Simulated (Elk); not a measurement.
Elk is run on MnIr (Fd-3m, 4 atoms in the cell), and the run fails. The aim is a self-consistent single point with DFT, LDA (PW92), all-electron FP-LAPW, Elk's shipped species files, default APW+lo basis.

Cell that was meant: a = 3.9734 Å, b = 3.9734 Å, c = 3.9734 Å, α = 60.00°, β = 60.00°, γ = 60.00°.

Part of the input:

```
tasks
  20

spinpol
  .true.
[...]
ngridk
  5 5 5

plot1d
  10 91
   0.00000000   0.00000000   0.00000000   : G
   0.50000000   0.00000000   0.50000000   : X
   0.50000000   0.25000000   0.75000000   : W
   0.37500000   0.37500000   0.75000000   : K
   0.00000000   0.00000000   0.00000000   : G
   0.50000000   0.50000000   0.50000000   : L
   0.62500000   0.25000000   0.62500000   : U
   0.50000000   0.25000000   0.75000000   : W
   0.50000000   0.50000000   0.50000000   : L
   0.37500000   0.37500000   0.75000000   : K
```

Log, with long lists cut:

```
│ Elk code version 10.2.4 started │

│ Current task : 20 │
Info(checkmt): changed muffin-tin radius of species   1 (Mn) from   2.4000 to   2.2741
Info(checkmt): changed muffin-tin radius of species   2 (Ir) from   2.8000 to   2.2741

Info(findsymcrys): atomic basis shift (lattice) :
  0.3750000000      0.3750000000      0.3750000000
See GEOMETRY.OUT for new atomic positions

Error(readstate): error opening STATE.OUT
```

Problem. From the messages shown, name the fault and mend the input.

Solution. The fault is a non-self-consistent run without a saved density. Such a run reads the density of an earlier self-consistent run. To fix it, run the self-consistent step first. The program stopped before any SCF iteration.

An input that runs soundly differs in these lines (not the only fix; some lines may just follow from the change or write a value another way):
```diff
-  20
+  0
-plot1d
-  10 91
-   0.00000000   0.00000000   0.00000000   : G
-   0.50000000   0.00000000   0.50000000   : X
-   0.50000000   0.25000000   0.75000000   : W
-   0.37500000   0.37500000   0.75000000   : K
-   0.00000000   0.00000000   0.00000000   : G
-   0.50000000   0.50000000   0.50000000   : L
-   0.62500000   0.25000000   0.62500000   : U
-   0.50000000   0.25000000   0.75000000   : W
-   0.50000000   0.50000000   0.50000000   : L
-   0.37500000   0.37500000   0.75000000   : K
-
```

With that input, the run converged in 38 iterations: total energy -1034281.5430 eV; Fermi level (on the code's own zero) 15.52 eV; size of the cell's spin moment 1.47 μB; site moments (μB, in the program's spheres or projections) Mn 0.85, Mn 0.85, Ir -0.11, Ir -0.11 (DFT, LDA (PW92), all-electron FP-LAPW, Elk's shipped species files, default APW+lo basis).

On the sound input: the starting cell was generated: these elements placed on a structure prototype, without a prior relaxation; it need not be a known phase or ordering of this composition. Its lattice was rescaled by a random factor within 2.5 % of one. The moments shrank to a small part of their start, a low-spin state that need not be the lowest. Values depend on the basis (sphere radii, cutoffs, local orbitals), which need not be converged.
